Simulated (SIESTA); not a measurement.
Input and output of a self-consistent single point for Ni₃Pb₂Se₂ (R-3m, 7 atoms in the cell) (SIESTA).

Computed with GGA PBEsol with spin-orbit coupling, numerical atomic orbitals DZP, PseudoDojo PBEsol fully relativistic norm-conserving potentials (rewritten from UPF to PSML) (SIESTA).

```
CELL_PARAMETERS angstrom
      2.85635     1.64911     4.84348
     -2.85635     1.64911     4.84348
      0.00000    -3.29823     4.84348
ATOMIC_POSITIONS crystal
  Ni 0.00000 0.00000 0.50000
  Ni 0.50000 0.00000 0.00000
  Ni 0.00000 0.50000 0.00000
  Pb 0.00000 0.00000 0.00000
  Pb 0.50000 0.50000 0.50000
  Se 0.72264 0.72264 0.72264
  Se 0.27736 0.27736 0.27736
```

Reference input (self-consistent single point, DFT, GGA PBEsol, numerical atomic orbitals DZP, PseudoDojo PBEsol standard norm-conserving potentials (rewritten from UPF to PSML)): XC.functional = GGA; XC.authors = PBEsol; potentials = PseudoDojo PBEsol standard; PAO.BasisSize = DZP; PAO.EnergyShift = 0.005 Ry; MeshCutoff = 400 Ry; kgrid.MonkhorstPack = 4 4 4; OccupationFunction = MP; OccupationMPOrder = 0; ElectronicTemperature = 1160.45 K; MaxSCFIterations = 150; SCF.Mixer.Method = Pulay. This run's input differs from it in these lines:

```diff
@@ -1,2 +1,2 @@
-# files in the folder: Ni.psml Pb.psml Se.psml (PseudoDojo PBEsol standard)
+# files in the folder: Ni.psml Pb.psml Se.psml (PseudoDojo PBEsol fully relativistic)
 SystemName  Ni3(PbSe)2
@@ -41,2 +41,12 @@
 ElectronicTemperature        1160.45 K
+Spin                         spin-orbit
+%block DM.InitSpin
+  1 0.00 0.00 0.00
+  2 0.00 0.00 0.00
+  3 0.00 0.00 0.00
+  4 0.00 0.00 0.00
+  5 0.00 0.00 0.00
+  6 0.00 0.00 0.00
+  7 0.00 0.00 0.00
+%endblock DM.InitSpin
```

Output (repeated stretches shortened):

```
        iscf     Eharris(eV)        E_KS(eV)     FreeEng(eV)     dDmax    Ef(eV) dHmax(eV)
   scf:    1   -24056.876643   -24078.013442   -24078.042320  0.905281 -3.346298 12.220354
     spin moment: {S} , |S| = {   -0.00000   -0.00000    0.00000 }     0.00000
   scf:    2   -24053.985587   -24078.644540   -24078.657449  0.234736 -4.846413 10.630431
     spin moment: {S} , |S| = {   -0.00000    0.00000    0.00000 }     0.00000
   scf:    3   -24087.590736   -24085.887577   -24085.904445  0.088854 -4.170261  1.670022
     spin moment: {S} , |S| = {    0.00000    0.00000   -0.00000 }     0.00000
   [... lines left out ...]
     spin moment: {S} , |S| = {   -0.00000   -0.00000    0.00000 }     0.00000
   scf:   10   -24086.095983   -24086.094890   -24086.116769  0.000272 -4.169382  0.010689
     spin moment: {S} , |S| = {   -0.00000   -0.00000    0.00000 }     0.00000
   scf:   11   -24086.094359   -24086.094865   -24086.116776  0.000119 -4.168642  0.000312
     spin moment: {S} , |S| = {   -0.00000   -0.00000    0.00000 }     0.00000
   scf:   12   -24086.094871   -24086.094865   -24086.116776  0.000005 -4.168652  0.000220
     spin moment: {S} , |S| = {    0.00000   -0.00000    0.00000 }     0.00000
SCF Convergence by DM+H criterion
max |DM_out - DM_in|         :     0.0000050998
max |H_out - H_in|      (eV) :     0.0002203567
SCF cycle converged after 12 iterations

Using DM_out to compute the final energy and forces

siesta: E_KS(eV) =           -24086.0949

siesta: E_KS - E_eggbox =    -24086.0949

siesta: Atomic forces (eV/Ang):
     1   -0.000000    0.000000   -0.000000
     2    0.000000   -0.000000   -0.000001
     3   -0.000000   -0.000000   -0.000001
     4    0.000000   -0.000000   -0.000000
     5    0.000000   -0.000000   -0.000000
     6    0.000000   -0.000001   -0.636425
     7   -0.000000    0.000001    0.636424
   Tot    0.000000   -0.000001   -0.000002
   Max    0.636425
   Res    0.196405    sqrt( Sum f_i^2 / 3N )
   Max    0.636425    constrained

   [... lines left out ...]
siesta: FreeEng =    -24086.116776
   [... lines left out ...]
siesta:     0.021222   -0.000000    0.000000
siesta:    -0.000000    0.021222   -0.000000
siesta:     0.000000   -0.000000    0.010529

siesta: Cell volume =        136.889841 Ang**3

siesta: Pressure (static):
siesta:                Solid            Molecule  Units
siesta:          -0.00019232         -0.00008311  Ry/Bohr**3
siesta:          -0.01765784         -0.00763107  eV/Ang**3
siesta:         -28.29098632        -12.22632609  kBar
```

The run converged in 12 iterations. Against the reference run the pressure goes from -2.69 to -2.83 GPa and the largest force goes from 0.602 to 0.636 eV/Å.

The starting cell comes from a database of computed structures (which also holds hypothetical and non-ambient phases and stackings), without a prior relaxation at this level. Values carry the incompleteness of an atom-centred basis.

Cost on one core of a shared machine: roughly 4 min.
